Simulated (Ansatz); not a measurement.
An Ansatz (a program for electronic structure) run: BaZrO3 with a change (isotropic strain −1.20 %); PBE/PAW in Ansatz, spin-orbit coupling left out.

Input:

Ansatz 0.2 input:
```yaml
crystal:
  lattice:
    - [4.1764340039, 0, 0]
    - [0, 4.1764340039, 0]
    - [0, 0, 4.1764340039]
  atoms:
    - { symbol: Ba, position: [0, 0, 0] }
    - { symbol: Zr, position: [0.5, 0.5, 0.5] }
    - { symbol: O, position: [0.5, 0, 0.5] }
    - { symbol: O, position: [0, 0.5, 0.5] }
    - { symbol: O, position: [0.5, 0.5, 0] }
basis: { ecutwfc: 420, ecutrho_ratio: 4, xc_grid: 2, fft_grid_basis: typed }
kpoints: { mp_grid: { grid: [8, 8, 8] } }
hamiltonian:
  xc: pbe
  dispersion: none
  pseudopotentials: { kind: paw }
scf: { occupations: { method: fermi_dirac, width: 0.05 }, convergence: { dr2_threshold: 0.0000000005 } }
relax: { f_tol: 0.005, max_steps: 50 }
output: { forces: true, stress: true }
checkpoint: { write: state.ck, write_every: 1000 }
```

Output (explanatory and most iteration lines left out):

```
Relaxation: its limit of steps is 50 (relax.max_steps)
Pseudopotential: Ba, paw, valence charge 10
Pseudopotential: Zr, paw, valence charge 12
Pseudopotential: O, paw, valence charge 6
Crystal: 5 atoms, lattice volume = 72.848 Å³
Basis set: ecut = 420 eV, 1365 PW (Γ), exchange–correlation on 60×60×60 points (8 copies of the dense FFT grid, shifted against one another)
Bands: 25, of which v1, the nominal top of the filled ones, is band 20 counted from 1 (19 counted from 0)
Symmetry: 48 space group operations
Space group: Pm-3m (ITA 221), of the structure as read, at distance tolerance 4.2e-5 Å
k-points: 35 of 512
Functional: x = pbe(κ = 0.804, μ = 0.2195149727645171), c = pbe(β = 0.06672455060314922)
SCF iter   1: F=—  HF=-11844.647028 eV  |F-HF|=—  |Δ(HF+E_count)|=         —  Δρ=8.58e-4  dr2=2.53e-4  ethr=1.77e-3  ⟨swp⟩=7.1  Hψ=4643  notcnv=0
SCF iter   2: F=—  HF=-11844.646997 eV  |F-HF|=—  |Δ(HF+E_count)|=   3.09e-5  Δρ=4.57e-4  dr2=7.22e-5  ethr=6.34e-7  ⟨swp⟩=2.5  Hψ=1896  notcnv=0  defer=1
SCF 1 converged in 8 iterations: F = -11844.647036 eV  dr2 = 3.22e-11
relax step   1: F+E_penalty+E_count = -11844.64703617 eV  Δ(F+E_penalty+E_count) = +0.000e0 eV  max|allowed force component| = 1.572e-29 eV/Å  Δτ_max = 0.0000 Å  (8 SCF iters, accepted)
SCF converged after 8 iterations
Free energy (F): -11844.647036 eV
Internal energy: -11844.647036 eV  (E = F + TS)
E sigma→0 (E₀):  -11844.647036 eV
Fermi energy:    11.640219 eV
--- Forces (eV/Å), atoms counted from 1 ---
  atom   1  Ba    -0.00000000     0.00000000    -0.00000000
  atom   2  Zr     0.00000000    -0.00000000    -0.00000000
  atom   3  O      0.00000000    -0.00000000     0.00000000
  atom   4  O      0.00000000     0.00000000     0.00000000
  atom   5  O      0.00000000    -0.00000000     0.00000000
--- Stress (GPa, compression-positive) ---
        5.876052       0.000000       0.000000
        0.000000       5.876052       0.000000
        0.000000       0.000000       5.876052
  P = ⅓ Tr σ = 5.8761 GPa (58.761 kbar)
--- Relaxed structure (1 steps of the walk, 1 accepted, 0 SCFs on fresh bases) ---
  atoms:
    - { symbol: Ba, position: [0.0, 0.0, 0.0] }
    - { symbol: Zr, position: [0.5, 0.5, 0.5] }
    - { symbol: O, position: [0.5, 0.0, 0.5] }
    - { symbol: O, position: [0.0, 0.5, 0.5] }
    - { symbol: O, position: [0.5, 0.5, 0.0] }
```

No phonon test of stability was made. The cell was made from BaZrO₃ in the cubic perovskite structure (space group Pm-3m, No. 221) by this change: isotropic strain −1.20 %.
